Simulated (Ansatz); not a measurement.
Where the default PAW files enter, the runs use the earlier of Ansatz's two default sets.

Data:

```
CSi
1.0
    5.32886     0.00000     0.00000
    0.00000    15.09808     0.00000
    2.66443     0.00000     1.53831
Si C
6 6
Direct
  0.66667   0.83299   0.00000
  0.33333   0.33299   0.00000
  0.33333   0.66650   0.00000
  0.66667   0.16650   0.00000
  0.00000   0.49973   0.00000
  0.00000   0.99973   0.00000
  0.00000   0.87437   0.00000
  0.00000   0.37437   0.00000
  0.66667   0.70800   0.00000
  0.33333   0.20800   0.00000
  0.33333   0.54152   0.00000
  0.66667   0.04152   0.00000
```

Space group of this cell: P6_3mc. The cell is taken as given.

Transport runs along the normal of the first two printed cell vectors, the (110) plane of the conventional cell.

No gap correction and no spin-orbit coupling; mid-gap values are interpolated between computed energies.

Problem. Compute, with Ansatz (a first-principles code) with r2SCAN, the band gap and the smallest decay constant κ at mid-gap.

Solution. Gap 2.39 eV on a 20×2×20 mesh; κ = 0.213 1/Å, at (0.000, 0.500) of the in-plane reciprocal vectors. At the zone centre, at the nearest computed energy, the slowest state has κ = 0.22 1/Å.
